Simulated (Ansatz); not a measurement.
Si (P6₃/mmc, No. 194, 4 atoms in the cell; start mp-165; another form than the element's usual one)

Method: LDA in Ansatz (PAW).

Numerical settings: plane-wave cutoff 520 eV, 12×12×6 k mesh (along the axes of the cell as run), Fermi–Dirac smearing 0.01 eV, scalar-relativistic PAW data made under PBE.

Cell (relaxed at this level):

Space group P6₃/mmc (No. 194); a = b = 3.8018 Å, c = 6.2900 Å, α = β = 90.00°, γ = 120.00°

| atom | site | symmetry | x | y | z |
|---|---|---|---|---|---|
| Si | 4f | 3m. | 0.3333 | 0.6667 | 0.0631 |

band gap: 0.27 eV (indirect)
smallest direct gap on the k points sampled: 0.99 eV

Static lattice: no zero-point or thermal effects.

Computing time: around 7 core-seconds (rough).

A start named mp-… is a Materials Project structure, which need not be a measured phase.

Ansatz is a quantum-chemistry and plane-wave program.
